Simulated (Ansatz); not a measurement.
Cost and result by functional for the surface energy of the (20-23) surface of hcp Zn in its 1x1 cell, outermost plane spacing 0.16 Å in the ideal cut, in Ansatz (plane waves, PAW). Single points on the PBE structure, on one kind of machine; costs are rough ratios of the slab run's core time (references not counted) to the cheapest single point. r2SCAN's cost holds its higher cutoff (500 against 420 eV). Differences are taken against r2SCAN for comparison alone: no measured value is at hand, so the table doesn't rank accuracy.

Slab: 24 atoms, 10.6 Å thick at the start; k 14x3x1, smearing 0.1 eV, dipole-corrected; all atoms relaxed; held to the part of the start's symmetry that mesh and held atoms allow; no spin, no spin-orbit, no U. These notes are the PBE run's.

```json
[
 {"functional": "LDA", "relative cost": "1", "surface energy (J/m²)": "0.98", "less r2SCAN (J/m²)": "0.17"},
 {"functional": "RPBE", "relative cost": "1", "surface energy (J/m²)": "0.48", "less r2SCAN (J/m²)": "-0.32"},
 {"functional": "PBEsol", "relative cost": "1", "surface energy (J/m²)": "0.88", "less r2SCAN (J/m²)": "0.08"},
 {"functional": "r2SCAN", "relative cost": "2", "surface energy (J/m²)": "0.81", "less r2SCAN (J/m²)": "0.00"},
 {"functional": "PBE (the relaxed run's value)", "relative cost": "–", "surface energy (J/m²)": "0.64", "less r2SCAN (J/m²)": "-0.16"}
]
```

The values span 0.50 J/m², while the single points' costs differ by a factor of roughly 2. Differences are of unrounded values.

Ansatz is a first-principles code.
